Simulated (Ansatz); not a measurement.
## Pressure series in Ti3Al

The parent structure is Ti3Al (space group P6_3/mmc, No. 194).

```
CELL_PARAMETERS angstrom
      5.74737     0.00000     0.00000
     -2.87369     4.97737     0.00000
      0.00000     0.00000     4.63190
ATOMIC_POSITIONS crystal
  Ti 0.82982 0.65964 0.25000
  Ti 0.17018 0.82982 0.75000
  Ti 0.34036 0.17018 0.25000
  Ti 0.17018 0.34036 0.75000
  Ti 0.82982 0.17018 0.25000
  Ti 0.65964 0.82982 0.75000
  Al 0.33333 0.66667 0.25000
  Al 0.66667 0.33333 0.75000
```

Cell and atoms are relaxed at each pressure.

The values are results of Ansatz (a quantum-chemistry and plane-wave program), r2SCAN, PAW, cutoff 500 eV, no spin-orbit coupling, earlier PAW set, not measurements.

Notes on the quantities. enthalpy: H = E + PV relative to the base's energy.

```tsv
change	lattice parameter a	enthalpy
base	5.747 Å	–
pressure −2 GPa	…	-0.21 eV/atom
pressure −1 GPa	…	-0.10 eV/atom
pressure 1.8 GPa	…	+0.18 eV/atom
pressure 4.2 GPa	5.683 Å	+0.43 eV/atom
pressure 9 GPa	5.617 Å	+0.90 eV/atom
pressure 18 GPa	5.512 Å	+1.75 eV/atom
pressure 30 GPa	5.397 Å	+2.81 eV/atom
pressure 45 GPa	5.280 Å	+4.07 eV/atom
pressure 60 GPa	…	+5.25 eV/atom
```

**Question.** What belongs in the blanks?

**Answer.** 
- pressure −2 GPa, lattice parameter a: 5.781 Å
- pressure −1 GPa, lattice parameter a: 5.764 Å
- pressure 1.8 GPa, lattice parameter a: 5.719 Å
- pressure 60 GPa, lattice parameter a: 5.184 Å

Load acts through the strain it causes; cell and atoms are relaxed under it. Whether these cells are dynamically stable was not tested. No other phases were tried under pressure. The final runs are not spin-polarised.
